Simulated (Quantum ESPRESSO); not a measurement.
Habitual settings against a tight run: Cd3Ag (P-6m2, 4 atoms in the cell)

Self-consistent single point.

```
Cd3Ag
1.0
    3.03266     0.00000     0.00000
   -1.51633     2.62636     0.00000
    0.00000     0.00000     9.42158
Cd Ag
3 1
Direct
  0.00000   0.00000   0.50000
  0.66667   0.33333   0.23781
  0.66667   0.33333   0.76219
  0.00000   0.00000   0.00000
```

Level of theory: PBEsol, GBRV 1.5 ultrasoft (PBESOL) pseudopotentials (plane waves; Quantum ESPRESSO).

Base settings: ecutwfc = 40 Ry; ecutrho = 320 Ry; occupations = smearing; smearing = marzari-vanderbilt; degauss = 0.0147 Ry; potentials = {Cd: cd_pbesol_v1.uspp.F.UPF, Ag: ag_pbesol_v1.4.uspp.F.UPF}; K_POINTS = automatic 16 16 5 0 0 0; conv_thr = 1e-10 Ry; mixing_beta = 0.5.

Tight run (finer mesh or higher cutoff; not a proven limit): ecutwfc: 40 Ry → 56 Ry; ecutrho: 320 Ry → 448 Ry; conv_thr: 1e-10 Ry → 7.3e-11 Ry; K_POINTS: automatic 16 16 5 0 0 0 → automatic 22 22 7 0 0 0. It gave Fermi level (on the code's own zero) 14.31 eV; pressure 1.48 GPa; largest force (vector length) 0.111 eV/Å.

Quick runs, as changes from the base:
- A: the base itself
- B: ecutwfc: 40 Ry → 24 Ry; ecutrho: 320 Ry → 192 Ry; smearing: marzari-vanderbilt → methfessel-paxton; degauss: 0.0147 Ry → 0.019992 Ry; K_POINTS: automatic 16 16 5 0 0 0 → automatic 6 6 6 0 0 0
- C: ecutwfc: 40 Ry → 28 Ry; ecutrho: 320 Ry → 224 Ry; smearing: marzari-vanderbilt → methfessel-paxton; degauss: 0.0147 Ry → 0.0099958 Ry; pseudopotentials: {Cd: cd_pbesol_v1.uspp.F.UPF, Ag: ag_pbesol_v1.4.uspp.F.UPF} → {Cd: cd_lda_v1.uspp.F.UPF, Ag: ag_lda_v1.4.uspp.F.UPF}; K_POINTS: automatic 16 16 5 0 0 0 → automatic 4 4 4 1 1 1 [LDA (PZ)]
- D: ecutwfc: 40 Ry → 32 Ry; ecutrho: 320 Ry → 256 Ry; pseudopotentials: {Cd: cd_pbesol_v1.uspp.F.UPF, Ag: ag_pbesol_v1.4.uspp.F.UPF} → {Cd: cd_lda_v1.uspp.F.UPF, Ag: ag_lda_v1.4.uspp.F.UPF}; K_POINTS: automatic 16 16 5 0 0 0 → automatic 2 2 2 1 1 1 [LDA (PZ)]…
- E: ecutwfc: 40 Ry → 20 Ry; ecutrho: 320 Ry → 160 Ry; K_POINTS: automatic 16 16 5 0 0 0 → automatic 4 4 4 1 1 1
- F: ecutwfc: 40 Ry → 24 Ry; ecutrho: 320 Ry → 192 Ry; degauss: 0.0147 Ry → 0.019992 Ry; pseudopotentials: {Cd: cd_pbesol_v1.uspp.F.UPF, Ag: ag_pbesol_v1.4.uspp.F.UPF} → {Cd: cd_lda_v1.uspp.F.UPF, Ag: ag_lda_v1.4.uspp.F.UPF}; K_POINTS: automatic 16 16 5 0 0 0 → automatic 3 3 3 0 0 0 [LDA (PZ)]

Energies are extrapolated to zero smearing width, which holds to low order in the width alone (under cold and Methfessel-Paxton smearing the free energy itself is taken).

Dashes: energy of C, D, F, another energy zero; time of C, D, E, F, under 30 s.

† marks runs with another functional, U, potentials or spin treatment: their distance from the tight run is not a convergence error alone.

The count of work is k-points × plane waves × bands × iterations; it is no time. Core times come from one kind of shared machine and are given to one figure; runs under 30 s give none.

The starting cell comes from a database of computed structures (which also holds hypothetical and non-ambient phases and stackings), without a prior relaxation at this level. Its lattice was rescaled by a random factor within 2.5 % of one.

| run | energy less tight (meV/atom) | pressure less tight (GPa) | largest miss in a force vector (eV/Å) | count of work / tight | core time / tight (rough) |
|---|---|---|---|---|---|
| A | 46.7 | 0.79 | 0.035 | 0.26 | 0.2 |
| B | 846.2 | -50.27 | 0.015 | 0.039 | 0.04 |
| C† | – | -9.25 | 0.089 | 0.019 | – |
| D† | – | -3.98 | 0.658 | 0.0041 | – |
| E | 4832.4 | -228.35 | 0.180 | 0.012 | – |
| F† | – | -50.40 | 0.163 | 0.011 | – |

Among the runs at the tight run's level, the energy misses run from 46.7 to 4832.4 meV/atom.
